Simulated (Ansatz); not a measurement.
Bond-angle distributions (per cent of the angles at each element, bins of 10°) of a relaxed model of amorphous Si30N40Ru at 3.12 g/cm³. Level of theory: PBE, scalar-relativistic without spin-orbit coupling (plane waves to 420 eV, PAW; Ansatz, a first-principles code).

It comes from a melt-quench run on a machine-learned potential (CHGNet), relaxed afterwards by DFT. N atoms were pushed apart under 1.9 Å during the dynamics, to hinder bonds among them. The hot cell started wider than the set density and was brought back towards it in steps. It is the lowest in DFT energy of 2 quenches. It is a model cell: composition and starting density were chosen by hand, and all elements were melted together. No dispersion term was used. Its density started from a set value of 3.12 and ended at 3.12 g/cm³. The simulated quench (nominally 380 K/ps over its main leg) is rapid and tends to freeze in more defects than a deposited or slowly cooled glass has. One small periodic cell is one sample of the glass; other quenches scatter about these values. The volume was held where the preparation left it and the shape relaxed, at a PBE pressure of 6.7 GPa. Stress components on the final sampling reach 6.7 GPa.

Bonds are counted up to Si-Si 2.60 Å, Si-N 2.30 Å, Si-Ru 2.83 Å, N-N 1.70 Å, N-Ru 2.39 Å, Ru-Ru 3.21 Å. Two cations that share two anions don't count as bonded, nor two that share one unless they lie closer than Si-Si 2.38 Å, Si-Ru 2.75 Å, Ru-Ru 3.12 Å.

| angle (°) | at Si | at N |
|---|---|---|
| 50-60 | 0 | 0 |
| 60-70 | 1 | 0 |
| 70-80 | 2 | 1 |
| 80-90 | 10 | 16 |
| 90-100 | 18 | 10 |
| 100-110 | 27 | 8 |
| 110-120 | 22 | 19 |
| 120-130 | 12 | 29 |
| 130-140 | 4 | 10 |
| 140-150 | 1 | 5 |
| 150-160 | 3 | 1 |
| 160-170 | 0 | 1 |
| 170-180 | 1 | 0 |

They go with these counts of neighbours within the cut-offs, cation contacts included: Si mean 4.1, most often 4; N mean 3.1, most often 3.
